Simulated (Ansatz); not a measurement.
AlN (P6_3mc), r2SCAN with spin-orbit coupling, rigid bands (Ansatz, a program for electronic structure): Condition of this run: uniaxial stress along c of 9 GPa (compression positive) (the target of the relaxation). band gap 4.72 eV, N_c = 4.63e18 cm⁻³ and N_v = 3.94e19 cm⁻³ at 300 K, conductivity masses along y (a = (3.14, 0.00, 0.00) Å; b = (-1.57, 2.72, 0.00) Å; c = (0.00, 0.00, 4.82) Å) of 0.316 mₑ (electrons) and 2.81 mₑ (holes). Take k_BT = 0.02585 eV.

What thermal injection velocity √(2k_BT/πm) limits a ballistic channel along the direction named?

9.57e6 cm/s for electrons and 3.21e6 cm/s for holes, a ratio of √(m_h/m_e) = 2.98, for dilute carriers.

A film of it is 2 nm thick, with its normal along the direction named. Estimate the confinement energies in an infinite well.

ħ²π²/(2m t²) = 0.376 eV·nm²/(m/mₑ × t²) gives 297 meV for electrons and 33.5 meV for holes, so the gap would widen to about 5.05 eV. Finite barriers and nonparabolic bands lower this, and with several valleys or bands the heaviest mass along the normal sets the lowest level, not this average.

Find the intrinsic carrier density and the intrinsic Fermi level.

n_i = √(N_c N_v) exp(−E_g/2k_BT) = 1.35e19 × exp(−91.29) = 3.0e-21 cm⁻³. The level lies (k_BT/2) ln(N_v/N_c) = 28 meV from mid-gap (positive towards the conduction band). Each 0.1 eV added to the gap lowers n_i by a factor of 6.9.

Rigid, parabolic bands with the computed gap; masses take one relaxation time for all states. Geometry: cell and atoms relaxed with PBEsol.
